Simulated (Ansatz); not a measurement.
Functionals compared on a constructed model of the (111)B surface of 3C silicon carbide, C-terminated, (√3x√3)R30° Bi adatom at T4 (bottom of the slab: 3 H on 3 bottom sites), in Ansatz (plane waves, PAW). The structure was relaxed with PBE; the other rows are single points on it. Cutoff 420 eV (500 eV for r2SCAN). HSE06 used the coarser mesh 4x4x1.

Slab: 28 atoms, 11.8 Å thick at the start with caps and adatoms (thin: gaps and levels are the slab's own); k 6x6x1, smearing 0.025 eV, dipole-corrected; 6 atoms held, the rest relaxed; symmetry of the start imposed; no spin, no spin-orbit, no U. In PBE it is, or lies within 0.01 eV a 1x1 cell of, the lowest of the 2 structures of its composition computed so far; subsurface sites and larger cells were not tried. These notes are the PBE run's.

| functional | gap of the slab on its k-mesh (eV) | highest filled level below the top vacuum level (eV) | rough cost of the single point |
|---|---|---|---|
| PBE | 1.87 | 3.75 | – |
| r2SCAN | 2.22 | 3.92 | roughly 90 core-seconds |

Ansatz is a program for electronic structure.
